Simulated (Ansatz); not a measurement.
Base system: PtSe₂ in the CdI2 type structure (space group P-3m1, No. 164; layered).

Space group P-3m1 (No. 164); a = b = 3.7724 Å, c = 4.8183 Å, α = β = 90.00°, γ = 120.00°

```json
[
 {"atom": "Pt", "site": "1a", "symmetry": "-3m.", "x": "0.0000", "y": "0.0000", "z": "0.0000"},
 {"atom": "Se", "site": "2d", "symmetry": "3m.", "x": "0.6667", "y": "0.3333", "z": "0.2656"}
]
```

The values are results of Ansatz (a quantum-chemistry and plane-wave program) PBE-D3(BJ), no SOC, not measurements.

For the base:

```
Item                             Value
-----------------------------  -------
Shortest interatomic distance  2.526 Å
```

It is then changed as follows: a free-standing slab of 3 layers (9 atoms, 3 a layer) is cut normal to the stacking axis, with 15 Å of vacuum and the in-plane cell relaxed.

### Question
Predict the new excess energy per area of both faces and shortest interatomic distance.

### Answer
The excess energy per area of both faces (slab less bulk energy over the cell's area: twice a surface energy) comes out as 0.7 J/m² (uncertain by up to 0.1 J/m²); the shortest interatomic distance drops by 0.011 Å (2.526 Å → 2.515 Å).

The excess energy carries the mismatch between the slab's and the bulk's meshes. No phonon test of stability was made. The final runs are not spin-polarised.
